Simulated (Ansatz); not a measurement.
Partial pair distribution functions of a relaxed model of amorphous Hf$_{17}$O$_{36}$Al, broadened by 0.06 Å; density 8.46 g/cm³. These are PBE, scalar-relativistic without spin-orbit coupling (plane waves to 420 eV, PAW; Ansatz, a quantum-chemistry and plane-wave program) values and carry that method's errors. The usual formal charges leave 1 holes over, so the level spacing at the Fermi energy parts defect or band states and needn't be the band gap. In the spin-polarised cell the level spacing at the Fermi energy can part levels of unlike spin.

A CHGNet melt-quench gave the starting glass, which DFT then relaxed. O atoms were pushed apart under 1.9 Å during the dynamics, to hinder bonds among them. The hot cell started wider than the set density and was brought back towards it in steps. It is the lowest in DFT energy of 2 quenches. It is a model cell: composition and starting density were chosen by hand, and all elements were melted together. No dispersion term was used. Its density started from a set value of 8.68 and ended at 8.46 g/cm³. Cooling (nominally 300 K/ps over its main leg) ran many orders faster than in experiment, which tends to leave more defects and strain. One small periodic cell is one sample of the glass; other quenches scatter about these values. Volume and shape were free in the relaxation.

```tsv
r (Å)	g Hf-O	g O-Al	g Hf-Hf	g O-O
1.50	0.00	0.00	0.00	0.00
1.60	0.00	0.34	0.00	0.00
1.70	0.00	7.60	0.00	0.00
1.80	0.04	11.22	0.00	0.00
1.90	1.14	1.08	0.00	0.00
2.00	5.44	0.01	0.00	0.00
2.10	7.51	0.00	0.00	0.00
2.20	4.73	0.00	0.00	0.00
2.30	1.43	0.00	0.00	0.08
2.40	0.60	0.00	0.00	0.50
2.50	0.19	0.03	0.00	1.33
2.60	0.08	0.79	0.00	1.96
2.70	0.12	1.27	0.00	1.95
2.80	0.13	0.16	0.00	2.01
2.90	0.24	0.75	0.00	2.30
3.00	0.32	0.94	0.12	2.26
3.10	0.31	0.07	0.80	1.88
3.20	0.22	0.10	1.64	1.37
3.30	0.34	0.85	2.61	1.03
3.40	0.55	0.55	3.26	1.14
3.50	0.50	0.83	2.50	0.74
3.60	0.42	1.03	1.61	0.56
3.70	0.66	0.75	1.73	0.73
3.80	1.12	1.93	1.96	0.81
3.90	1.11	1.88	1.96	0.93
4.00	1.12	1.52	1.56	0.91
4.10	1.12	1.49	1.05	0.70
4.20	1.26	0.87	0.58	0.76
4.30	1.45	1.15	0.55	0.74
4.40	1.36	1.44	0.65	0.63
```

Within 2.58 Å each Hf has 6.00 O neighbours on average.
